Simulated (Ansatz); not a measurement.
ZnSe: response to strain

Consider ZnSe in the zinc blende structure (space group F-43m, No. 216; a = 5.733 Å).

Strains are applied to the cell and any free atomic positions relax.

Calculations: Ansatz (a program for electronic structure), PBE, PAW, cutoff 420 eV, without spin-orbit coupling.

Notes on the quantities. energy relative to the base: free energy F.

```tsv
isotropic strain (%)	energy relative to the base (meV/atom)
-1.54	9.4
-0.49	0.9
0	0.0
0.87	?
3.34	37.3
```

Problem. Fit ΔE = Aε² + Bε³ (ε in %) to the rows shown and predict the withheld row.

Solution. Least squares on the printed values gives A = 3.77 and B = -0.13 meV/atom (largest residual 0.0 meV/atom); this predicts 2.8 meV/atom, and the run gives 2.8 meV/atom, in agreement.

Whether these cells are dynamically stable was not tested.
